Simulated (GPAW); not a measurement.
Band structure of Br (Cmce, 4 atoms in the cell).

```
CELL_PARAMETERS angstrom
      2.25501    -3.35734     0.00000
      2.25501     3.35734     0.00000
      0.00000     0.00000     8.77842
ATOMIC_POSITIONS crystal
  Br 0.86100 0.86100 0.88900
  Br 0.63900 0.63900 0.38900
  Br 0.36100 0.36100 0.61100
  Br 0.13900 0.13900 0.11100
```

Level of theory: PBE, GPAW PAW datasets PBE (gpaw-data 1.0.1) (plane waves; GPAW).

Settings: mode = pw; ecut = 550 eV; xc = PBE; kpts = 3 3 2; mesh shift (steps) = 0 0 0; occupations.name = fermi-dirac; occupations.width = 0.02 eV; nbands = -4; convergence.bands = -2; symmetry.symmorphic = false; symmetry.tolerance = 0.0005; maxiter = 150; bandpath_npoints = 40.

The starting cell has typed, rounded lattice constants, without a prior relaxation at this level. Its lattice was rescaled by a random factor within 2.5 % of one.

**Question.** Predict the gap along the standard path and the places of the band edges.

**Answer.** The gap along the path is 1.67 eV, from R to a point between Γ and X; the smallest direct gap on it is 1.72 eV. Another conduction valley lies within 0.1 eV, so the order of the valleys is not sure.

Levels in eV from the top of the valence band on the SCF mesh, bands 11 to 18:
```csv
point,11,12,13,14,15,16,17,18
Γ,-0.96,-0.40,-0.02,0.00,1.72,2.55,6.10,6.77
X,-1.19,-0.85,-0.39,-0.06,2.00,2.29,8.03,8.44
S,-0.89,-0.89,-0.25,-0.25,2.46,2.46,7.18,7.18
R,-0.55,-0.55,0.03,0.03,2.12,2.12,7.52,7.52
A,-0.57,-0.57,-0.47,-0.47,2.12,2.12,8.63,8.63
Z,-0.87,-0.87,-0.01,-0.01,2.00,2.00,6.76,6.76
Y,-1.42,-1.16,-0.47,-0.07,1.76,2.24,7.26,7.67
X1,-1.19,-0.85,-0.39,-0.06,2.00,2.29,8.03,8.44
A1,-0.57,-0.57,-0.47,-0.47,2.12,2.12,8.63,8.63
T,-0.98,-0.98,-0.68,-0.68,1.90,1.90,8.05,8.05
```
